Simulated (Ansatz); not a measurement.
MgS (Fm-3m), r2SCAN with spin-orbit coupling, rigid bands run with Ansatz (a program for electronic structure): N_v = 8.74e19 cm⁻³ at 300 K and a hole conductivity mass of 1.22 mₑ.

Q: For 1e17 holes per cm³ at 300 K, place the Fermi level, estimate the Seebeck coefficient of a parabolic band with constant τ, and give mobility and conductivity for τ = 10 fs.

A: The level lies k_BT ln(N_v/p) = 0.175 eV above the valence-band maximum. S ≈ +(k_B/e)[ln(N_v/p) + 5/2] = 799 μV/K, against 827 μV/K from the full bands (mean over directions). μ = eτ/m = 14.4 cm²/(V·s) and σ = peμ = 0.231 S/cm. τ is assumed, not computed.

Band transport and this doping are assumed; polarons and phonon drag are left out.
